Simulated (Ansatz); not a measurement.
Input and output of a self-consistent single point for Pt3W (I4/mmm, 4 atoms in the cell) (Ansatz, a program for electronic structure).

Method of the run: PBEsol, PAW files made with PBE (plane waves; Ansatz).

```
CELL_PARAMETERS angstrom
     -1.94790     1.94790     4.01834
      1.94790    -1.94790     4.01834
      1.94790     1.94790    -4.01834
ATOMIC_POSITIONS crystal
  Pt 0.75000 0.25000 0.50000
  Pt 0.25000 0.75000 0.50000
  Pt 0.50000 0.50000 0.00000
  W  0.00000 0.00000 0.00000
```

Reference input (self-consistent single point, DFT, PBEsol, plane waves, PAW files made with PBE): basis.ecutwfc = 420 eV; kpoints.mp_grid.grid = 8 8 8; hamiltonian.xc = pbesol; hamiltonian.pseudopotentials = {kind: paw} (the program's default PAW files); scf.occupations.method = fermi_dirac; scf.occupations.width = 0.1 eV. This run's input differs from it in these lines:

Ansatz 0.2 input:
```diff
@@ -14,3 +14,3 @@
 kpoints:
-  mp_grid: { grid: [8, 8, 8] }
+  mp_grid: { grid: [5, 5, 5] }
 hamiltonian:
```

The program printed (abridged):

```
SCF iter   1: F=—  HF=-47416.897374 eV  |F-HF|=—  |Δ(HF+E_count)|=         —  Δρ=1.08e-1  dr2=8.72e0  ethr=3.10e-3  ⟨swp⟩=5.1  Hψ=2313  notcnv=0
all-band conjugate gradients solve this SCF's bands
preconditioner: auto → Kerker (q_TF=auto, 2.778 Å⁻¹)
SCF iter   2: F=—  HF=-47415.372183 eV  |F-HF|=—  |Δ(HF+E_count)|=    1.53e0  Δρ=5.37e-2  dr2=2.07e0  ethr=3.10e-3  ⟨swp⟩=2.0  Hψ=1269  notcnv=0
   [... lines left out ...]
SCF iter   5: F=—  HF=-47414.889233 eV  |F-HF|=—  |Δ(HF+E_count)|=   4.65e-5  Δρ=3.15e-4  dr2=9.45e-5  ethr=9.76e-7  ⟨swp⟩=2.7  Hψ=1322  notcnv=0
SCF iter   6: F=—  HF=-47414.889213 eV  |F-HF|=—  |Δ(HF+E_count)|=   2.00e-5  Δρ=6.61e-5  dr2=3.88e-6  ethr=1.39e-7  ⟨swp⟩=2.2  Hψ=954  notcnv=0
SCF iter   7: F=—  HF=-47414.889212 eV  |F-HF|=—  |Δ(HF+E_count)|=   1.08e-6  Δρ=1.56e-5  dr2=1.78e-7  ethr=5.71e-9  ⟨swp⟩=2.1  Hψ=1028  notcnv=0
SCF iter   8: F=-47414.889212 eV  HF=-47414.889212 eV  |F-HF|=1.27e-9  |Δ(HF+E_count)|=   3.18e-8  Δρ=3.35e-6  dr2=5.49e-9  ethr=1.47e-10  ⟨swp⟩=4.2  Hψ=2416  notcnv=0
SCF 1 converged in 8 iterations: F = -47414.889212 eV  dr2 = 5.49e-9
Free energy (F): -47414.889212 eV
Internal energy: -47414.804090 eV  (E = F + TS)
E sigma→0 (E₀):  -47414.846651 eV
Entropy (-TS):   -0.085122 eV (-21.281 meV/atom)
Fermi energy:    23.489100 eV
--- Forces (eV/Å), atoms counted from 1 ---
  atom   1  Pt    -0.00000000     0.00000000     0.00000000
   [... zero for the other atoms too ...]
--- Stress (GPa, compression-positive) ---
       -5.254738      -0.000000      -0.000000
       -0.000000      -5.254738       0.000000
       -0.000000      -0.000000      -5.193429
  P = ⅓ Tr σ = -5.2343 GPa (-52.343 kbar)
  The stress holds the Pulay correction. Without it, at fixed plane waves, as pw.x and ABINIT print it: P = -5.3047 GPa
```

The run converged in 8 iterations. Against the reference run the free energy falls by 5.1 meV/atom and the pressure goes from -5.11 to -5.23 GPa.

The starting cell comes from a database of computed structures (which also holds hypothetical and non-ambient phases and stackings), without a prior relaxation at this level. Spin polarisation is off. With a pressure of about -5 GPa the cell is away from its equilibrium volume at this level. Ansatz's pressure includes its estimate of the finite-basis (Pulay) stress.
